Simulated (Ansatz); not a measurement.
**Worked example: self-consistent single point of Cs2InBiI6 (Fm-3m, 10 atoms in the cell) in Ansatz (a program for electronic structure)**

Method of the run: LDA (PW92), default PAW files made with PBE (plane waves; Ansatz).

The input file:

Ansatz 0.2 input:
```yaml
crystal:
  lattice:
    - [0.000000, 5.809517, 5.809517]
    - [5.809517, 0.000000, 5.809517]
    - [5.809517, 5.809517, 0.000000]
  atoms:
    - { symbol: Cs, position: [0.250000, 0.250000, 0.250000] }
    - { symbol: Cs, position: [0.750000, 0.750000, 0.750000] }
    - { symbol: In, position: [0.500000, 0.500000, 0.500000] }
    - { symbol: Bi, position: [0.000000, 0.000000, 0.000000] }
    - { symbol: I, position: [0.749100, 0.250900, 0.250900] }
    - { symbol: I, position: [0.250900, 0.749100, 0.749100] }
    - { symbol: I, position: [0.250900, 0.749100, 0.250900] }
    - { symbol: I, position: [0.749100, 0.250900, 0.749100] }
    - { symbol: I, position: [0.250900, 0.250900, 0.749100] }
    - { symbol: I, position: [0.749100, 0.749100, 0.250900] }
basis:
  ecutwfc: 30.9 Ry
kpoints:
  mp_grid: { grid: [4, 4, 4] }
hamiltonian:
  xc: lda
  pseudopotentials: { kind: paw }
scf:
  occupations: { method: methfessel_paxton, width: 0.02 Ry }
output:
  forces: true
  eigenvalues: true
  stress: true
```

Output (repeated stretches shortened):

```
WARN ansatz: RAYON_NUM_THREADS=1 ignored (pool sized by the plan → 1); use --threads N
Pseudopotentials: kind: paw
Pseudopotential: Cs, paw, valence charge 9
Pseudopotential: In, paw, valence charge 13
Pseudopotential: Bi, paw, valence charge 15
Pseudopotential: I, paw, valence charge 17
Crystal: 10 atoms, lattice volume = 392.148 Å³
Basis set: ecut = 420.4159175005146 eV, 7727 PW (Γ)
Bands: 89, of which v1, the nominal top of the filled ones, is band 74 counted from 1 (73 counted from 0)
Symmetry: 48 space group operations
Space group: Fm-3m (ITA 225), of the structure as read, at distance tolerance 7.3e-5 Å
k-points: 8 of 64
PAW frozen core: Cs, regenerated for the run's functional, and the local potential with it
PAW frozen core: In, regenerated for the run's functional, and the local potential with it
PAW frozen core: Bi, regenerated for the run's functional, and the local potential with it
PAW frozen core: I, regenerated for the run's functional, and the local potential with it
Initial density: superposition of atomic densities (neutral atoms: chi_scale 0, normalization atom), corrected by the library's trained network
Initial wavefunctions: pseudopotential atomic-orbital guess
Eigensolver: davidson
Functional: x = slater, c = lda
SCF iter   1: F=—  HF=-72696.200084 eV  |F-HF|=—  |Δ(HF+E_count)|=         —  Δρ=4.53e-3  dr2=5.02e-2  ethr=1.77e-3  ⟨swp⟩=9.8  Hψ=3525  notcnv=0
all-band conjugate gradients solve this SCF's bands
preconditioner: auto → Resta (q_TF=auto, 2.319 Å⁻¹)
SCF iter   2: F=—  HF=-72696.188669 eV  |F-HF|=—  |Δ(HF+E_count)|=   1.14e-2  S|Δr|=    0.00e0  Δρ=2.07e-3  dr2=9.79e-3  ethr=3.39e-5  ⟨swp⟩=2.0  Hψ=1122  notcnv=0
SCF iter   3: F=—  HF=-72696.187432 eV  |F-HF|=—  |Δ(HF+E_count)|=   1.24e-3  S|Δr|=    0.00e0  Δρ=5.14e-4  dr2=1.28e-3  ethr=6.62e-6  ⟨swp⟩=2.1  Hψ=1002  notcnv=0
SCF iter   4: F=—  HF=-72696.187352 eV  |F-HF|=—  |Δ(HF+E_count)|=   7.95e-5  S|Δr|=    0.00e0  Δρ=1.33e-4  dr2=1.86e-4  ethr=8.63e-7  ⟨swp⟩=2.0  Hψ=799  notcnv=0
SCF iter   5: F=—  HF=-72696.187330 eV  |F-HF|=—  |Δ(HF+E_count)|=   2.27e-5  S|Δr|=    0.00e0  Δρ=4.30e-5  dr2=1.03e-5  ethr=1.26e-7  ⟨swp⟩=2.0  Hψ=969  notcnv=0
SCF iter   6: F=—  HF=-72696.187291 eV  |F-HF|=—  |Δ(HF+E_count)|=   3.85e-5  S|Δr|=    0.00e0  Δρ=1.14e-5  dr2=7.26e-7  ethr=6.95e-9  ⟨swp⟩=2.0  Hψ=996  notcnv=0
SCF iter   7: F=-72696.187291 eV  HF=-72696.187291 eV  |F-HF|=1.75e-10  |Δ(HF+E_count)|=   6.73e-8  S|Δr|=    0.00e0  Δρ=2.97e-6  dr2=5.38e-8  ethr=6.76e-11  ⟨swp⟩=15.0  Hψ=4209  notcnv=0
SCF 1 converged in 7 iterations: F = -72696.187291 eV  dr2 = 5.38e-8
SCF converged after 7 iterations
Stability not checked (fill_not_monotonic)
Free energy (F): -72696.187291 eV
Harris-Foulkes:  -72696.187291 eV  (|F-HF|=1.75e-10)
Internal energy: -72696.193763 eV  (E = F + TS)
E sigma→0 (E₀):  -72696.188909 eV
Entropy (-TS):   0.006472 eV (0.647 meV/atom)
Fermi energy:    7.817822 eV
--- Per-component energies (eV) ---
  E_band       = -2534.618981
  E_kinetic    = 1982.884808
  E_local      = -17102.327088  (includes V_loc(G=0)·N_el)
  E_nonlocal   = 486.287243
  E_hartree    = 8265.389602
  E_xc         = -1483.458827
  E_vxc        = -1283.391105  (∫ρ·V_xc dr)
  E_paw        = -52128.988878  (= ΣΔE_a)
  E_vpaw       = -3148.859955  (= ΣTr[D̂ρ^β])
  E_aug_tail   = -0.000276  (compensation charges beyond the density's cutoff)
  E_ewald      = -12721.488403
  E_core_change = 5.508054  (= ΣΔE_core)
  E_smearing   = 0.006472  (= −TS)
  E_closure    = -0.000000  (closes the sum)
  Σ components = -72696.187291   (vs F -72696.187291, Δ=0.00e0)
--- Forces (eV/Å), atoms counted from 1 ---
  atom   1  Cs     0.00000000     0.00000000    -0.00000000
  atom   2  Cs     0.00000000    -0.00000000     0.00000000
  atom   3  In     0.00000000    -0.00000000    -0.00000000
  atom   4  Bi    -0.00000000    -0.00000000    -0.00000000
  atom   5  I      0.20765475     0.00000000    -0.00000000
  atom   6  I     -0.20765475    -0.00000000     0.00000000
  atom   7  I     -0.00000000     0.20765475    -0.00000000
  atom   8  I      0.00000000    -0.20765475     0.00000000
  atom   9  I     -0.00000000    -0.00000000     0.20765475
  atom  10  I      0.00000000    -0.00000000    -0.20765475
  max |Σ_I F_I| component: 8.44e-17 eV/Å
--- Stress (GPa, compression-positive) ---
        3.658288      -0.000000      -0.000000
       -0.000000       3.658288       0.000000
       -0.000000       0.000000       3.658288
  P = ⅓ Tr σ = 3.6583 GPa (36.583 kbar)
  The stress holds the Pulay correction. Without it, at fixed plane waves, as pw.x and ABINIT print it: P = 3.6334 GPa
--- Band table (eV; the first three rows and the last of 8) ---
  k-point 0: bands = ["-38.2022", "-38.2014", "-38.2014", "-38.2014", "-38.2014", "-38.2014", "-38.1534", "-38.1534", "-38.1534", "-38.1527", "-38.1527", "-38.1527", "-38.1525", "-38.1525", "-38.1525", "-38.1518", "-38.1518", "-38.1518", "-38.0322", [...]
  k-point 1: bands = ["-38.2021", "-38.2015", "-38.2014", "-38.2014", "-38.2014", "-38.2014", "-38.1533", "-38.1533", "-38.1533", "-38.1528", "-38.1527", "-38.1527", "-38.1525", "-38.1525", "-38.1524", "-38.1519", "-38.1519", "-38.1519", "-38.0321", [...]
  k-point 2: bands = ["-38.2018", "-38.2018", "-38.2014", "-38.2014", "-38.2014", "-38.2014", "-38.1530", "-38.1530", "-38.1530", "-38.1530", "-38.1529", "-38.1529", "-38.1522", "-38.1522", "-38.1522", "-38.1522", "-38.1521", "-38.1521", "-38.0321", [...]
  k-point 7: bands = ["-38.2018", "-38.2018", "-38.2014", "-38.2014", "-38.2014", "-38.2014", "-38.1531", "-38.1531", "-38.1526", "-38.1526", "-38.1526", "-38.1526", "-38.1526", "-38.1526", "-38.1526", "-38.1526", "-38.1520", "-38.1520", "-38.0321", [...]
```

The run converged in 7 iterations.

The starting cell was generated: these elements placed on a structure prototype, without a prior relaxation; it need not be a known phase or ordering of this composition. Its lattice was rescaled by a random factor within 2.5 % of one. Spin-orbit coupling is off. With a pressure of about 4 GPa the cell is away from its equilibrium volume at this level. Ansatz's pressure includes its estimate of the finite-basis (Pulay) stress. The run gives no clean gap (levels at the Fermi energy touch, overlap or are partly filled at this smearing), which alone does not show that the compound is a metal.
